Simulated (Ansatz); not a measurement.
Structures of equal composition on the (111) surface of germanium: Sn on one of 1 atoms of the third shell, H on every dangling bond; Sn on one of 1 surface atoms, H on every dangling bond; Sn on one of 1 atoms under the surface, H on every dangling bond. The slabs share one bottom face, and each structure is named by its start. These are constructed structures in small cells; real faces may alloy, dewet or reconstruct in larger ones, and not all known structures of the face are among them. Slabs of about 15 Å with all that they carry, Fermi-Dirac smearing of 0.025 eV. Bottom of the slabs: built like the top, H on every dangling bond, free. Relaxed from the named starts with such symmetry as they have, on meshes of like density; energies extrapolated to zero smearing; no spin-orbit coupling, no U. Spin-polarised runs, if any, are marked in brackets, and their order is one that fits the cell; the others ran without spin.

These are PBE (plane waves to 420 eV, PAW; Ansatz, a quantum-chemistry and plane-wave program) values and carry that method's errors.

**Question.** Order them by energy per 1x1 cell (lowest first) at the level PBE.

**Answer.** Sn on one of 1 atoms of the third shell, H on every dangling bond (0.000 eV, a narrow gap of 0.11 eV by band count), Sn on one of 1 atoms under the surface, H on every dangling bond (0.051 eV, no gap over 0.04 eV on the mesh), Sn on one of 1 surface atoms, H on every dangling bond (0.163 eV, no gap over 0.04 eV on the mesh)
